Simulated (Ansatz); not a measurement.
Structures of equal composition on the (111)A surface of zinc-blende AlP (Al plane on top): 2x2 Si adatom at H3; 2x2 Si adatom at T4. The slabs share one bottom face, and each structure is named by its start. These are constructed structures in small cells; real faces may alloy, dewet or reconstruct in larger ones, and not all known structures of the face are among them. Slabs of about 17 Å, Fermi-Dirac smearing of 0.025 eV. Bottom of the slabs: H caps. Relaxed from the named starts with such symmetry as they have, on meshes of like density; energies extrapolated to zero smearing; spin only where a row says so; no spin-orbit coupling, no U. Brackets mark spin-polarised runs, whose order is one that fits the cell. Where a second, spin-polarised start was run, the lower counts.

Computed with PBE (plane waves to 420 eV, PAW; Ansatz, a first-principles code).

Task: Rank these by energy per 1x1 cell (lowest first), as PBE gives it.

Result: 2x2 Si adatom at T4 (0.000 eV [spin, 1.0 μB a cell], gap 0.41 eV on the mesh), 2x2 Si adatom at H3 (0.039 eV [spin, 0.8 μB a cell], no gap on the mesh)
